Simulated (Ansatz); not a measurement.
**Effect of pressure 5 GPa on TiPt3**

Start from TiPt3 (space group P6_3/mmc, No. 194; a = 5.5196 Å, c = 8.9906 Å; a cell from a computed database, its experimental status unchecked).

Perturbation: a hydrostatic pressure of 5 GPa.

The values are results of PBEsol (Ansatz, an electronic-structure program; PAW; 420 eV plane waves; scalar-relativistic without spin-orbit coupling), not measurements. Γ-centred 8×8×4 mesh, Fermi–Dirac width 0.05 eV.

Volume per atom: 14.56 Å³ (base 14.83 Å³)
Density: 18.05 g/cm³ (base 17.73 g/cm³)
Lattice parameter a: 5.486 Å (base 5.520 Å)
c/a ratio: 1.629 (base 1.629)
Shortest interatomic distance: 2.738 Å (base 2.754 Å)
Band gap: zero (base zero)

With Pt present, leaving out spin-orbit coupling can change the band edges. Load acts through the strain it causes; cell and atoms are relaxed under it. Stability against distortions was not tested. Competing high-pressure phases were not computed. The final runs are not spin-polarised.
